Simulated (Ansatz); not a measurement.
Take CdO in the rock salt structure (space group Fm-3m, No. 225) as the base.

```cif
data_Cd4O4
_chemical_formula_sum 'O4 Cd4'
_space_group_name_H-M_alt 'Fm-3m'
_space_group_IT_number 225
_space_group_name_Hall '-F 4 2 3'
_cell_length_a 4.76834
_cell_length_b 4.76834
_cell_length_c 4.76834
_cell_angle_alpha 90.000
_cell_angle_beta 90.000
_cell_angle_gamma 90.000
loop_
_atom_site_label
_atom_site_type_symbol
_atom_site_symmetry_multiplicity
_atom_site_Wyckoff_symbol
_atom_site_fract_x
_atom_site_fract_y
_atom_site_fract_z
_atom_site_occupancy
O1 O 4 a 0.00000 0.00000 0.00000 1
Cd1 Cd 4 b 0.50000 0.50000 0.50000 1
```
(The calculation used a cell of 2 atoms; values per cell refer to that cell.)

The other end (x = 1) is FeO in the rock salt structure (space group Fm-3m, No. 225; ferromagnetic): 10.01 Å³/atom, gap zero.

Calculations: Ansatz (a program for electronic structure) PBE, without spin-orbit coupling, earlier PAW set.

Fe replaces a fraction x of Cd; each row is one arrangement (x, atoms in the cell, starting space group or random), fully relaxed.

One change was made to it. Results:

The mixing energy comes out as +0.12 eV/atom (to 0.01 eV only: unlike meshes or grids); the mean first-shell distances comes out as Cd–O 2.270 Å (end compound 2.384 Å), Fe–O 2.214 Å (end compound 2.155 Å); the magnetic state goes from not spin-polarised to ferromagnetic.

Question: Which of these changes matches the shifts?
(A) x(Fe) = 0.333, 6 atoms, P-3m1
(B) x(Fe) = 0.75, 8 atoms, I4/mmm
(C) x(Fe) = 0.25, 8 atoms, Cmmm

Answer: B, x(Fe) = 0.75, 8 atoms, I4/mmm. For comparison, the mixing energy in the other runs: x(Fe) = 0.333, 6 atoms, P-3m1 gives +0.05 eV/atom; x(Fe) = 0.25, 8 atoms, Cmmm gives +0.04 eV/atom.

Each cell is one ordered arrangement of few atoms, which overstates ordering effects compared with a random alloy. Whether these cells are dynamically stable was not tested. No Hubbard U is applied and the magnetic state is the run's own (CdFe3O4 ferromagnetic; FeO ferromagnetic; Cd2FeO3 ferromagnetic; Cd3FeO4 ferromagnetic); other magnetic orders, which need larger cells, were not tried and can change the gap. Spin-polarised in the final run: CdFe3O4, FeO, Cd2FeO3 and Cd3FeO4; the other runs are not. In its common phase, real FeO is an antiferromagnetic insulator at low temperature. A zero or small gap of CdO can be the functional's error rather than a property of the material.
